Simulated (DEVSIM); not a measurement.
Structure: Schottky contact on n-type GaAs, at 400 K.

Layer 1 from the left is GaAs, thickness (μm) 0.340, Nd (cm⁻³) 5.5e16, τn (s) 8.2e-10, τp (s) 8.2e-10.

Left contact: Schottky, work function 5.04 eV, emission velocity 3.8e6 cm/s. Right contact: ohmic. Voltage is applied to the left contact. Recombination: SRH at mid-gap, Auger. Mobility is μmin + (μ − μmin)/(1 + (N/Nref)^α).

This is a model device: material constants are rounded textbook-type values typed into the input, and sizes, dopings and lifetimes were drawn at random. Values at 300 K; Nc and Nv go as T^1.5, mobilities as T to minus their exponent, the gap by Varshni's rule with the affinity fixed.

GaAs: gap (eV) 1.424, affinity (eV) 4.07, permittivity 12.9, Nc (cm⁻³) 4.7e17, Nv (cm⁻³) 9e18, μn (cm²/Vs) 8500, μp (cm²/Vs) 400, μn,min 500, μp,min 20, Nref,n 6e16, Nref,p 1.5e17, αn 0.39, αp 0.38, T exponent of μn 2.1, T exponent of μp 2.2, Cn (cm⁶/s) 1e-30, Cp (cm⁶/s) 1e-30, Varshni α (eV/K) 0.000541, Varshni β (K) 204.

Q: Estimate by hand the built-in potential, the peak field at zero bias, the capacitance at -1.5 V, and compare with a numerical solution.

A: 
- Built-in potential: barrier φB = 0.970 eV; Vbi = φB − kT/q ln(N_band/N) = 0.881 V; numerical 0.881 V.
- Peak field at zero bias: depletion approximation: W = √(2εVbi/(qN)) = 0.151 μm with N = 5.50e16 cm⁻³; field = 2Vbi/W = 117000 V/cm; numerical 114000 V/cm (estimate above by 2.3 %).
- Capacitance at -1.5 V: C = √(qεN / 2(Vbi + |V|)) = 46.0 nF/cm²; numerical 46.3 nF/cm² (estimate below by 0.71 %).

Model (solved in DEVSIM): 1D drift-diffusion, Boltzmann statistics, complete ionisation; no tunnelling, impact ionisation, image-force lowering or self-heating. Metal contacts follow the ideal Schottky-Mott rule: no Fermi-level pinning, no interface dipoles.
